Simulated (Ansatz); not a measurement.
Adsorption energy and surface dipole of H on the 1x1 (111) surface of fcc Ni, ferromagnetic, one in a 2x1 cell, started at the site 'hollow Ni-Ni-Ni over Ni at depth 2.0 Å', worked from the runs' numbers; total energies count from the potentials' own zero.

All values below come from PBE (plane waves to 420 eV, PAW; Ansatz, a quantum-chemistry and plane-wave program).

Slab: 9 atoms, 6.0 Å thick at the start under the adsorbate (thin: gaps and levels are the slab's own); k 7x14x1, smearing 0.1 eV, dipole-corrected; 4 atoms held, the rest relaxed; start symmetry kept, larger cells not searched; spin-polarised, no spin-orbit, no U, no dispersion correction. At the end it is bonded to 3 Ni. In PBE it is, or lies within 0.03 eV of, the lowest of the starts that converged.

| quantity | value |
|---|---|
| slab with the adsorbate | -46731.585 eV |
| clean slab, same cell and mesh | -46715.169 eV |
| reference, ½ H2(g) | -15.872 eV |
| area of the cell | 10.73 Å² |
| change of the step from the bottom to the top vacuum level | 0.069 eV |

Q: What is the adsorption energy against this reference?

A: E(slab + adsorbate) − E(slab) − E(reference) = -0.54 eV, so in this state the adsorbate is more stable than in the reference, at a coverage of 9.32 a nm².
